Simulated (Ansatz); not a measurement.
Consider the following.

```xyz
2
Lattice="3.8825 0.0000 0.0000 0.0000 3.8825 0.0000 1.9413 -1.9413 2.8517" Properties=species:S:1:pos:R:3 pbc="T T T"
Ga     0.0000     0.0000     0.0000
As     3.8825     1.9413     1.4259
```

No spin polarisation.

The values are results of LDA (Ansatz, a first-principles code, PAW, no SOC), not measurements. k-mesh 10×10×10 (Γ-centred); smearing 0.05 eV (Fermi–Dirac).

Task: Predict the band gap, electron mass and in-plane stress.

Result: The band gap is 0.57 eV and the electron mass comes out as 0.043 mₑ out of plane, 0.034 mₑ in plane (at Γ). The mean in-plane stress (compression positive) is +2.6 GPa.

The cells carry an imposed strain or load. Effective masses come from finite differences of ±0.01 Å⁻¹. No phonon test of stability was made. The cell was made from GaAs in the zinc blende structure (space group F-43m, No. 216) by this change: biaxial strain −2.00 %, plane normal [001], relaxed out of plane.
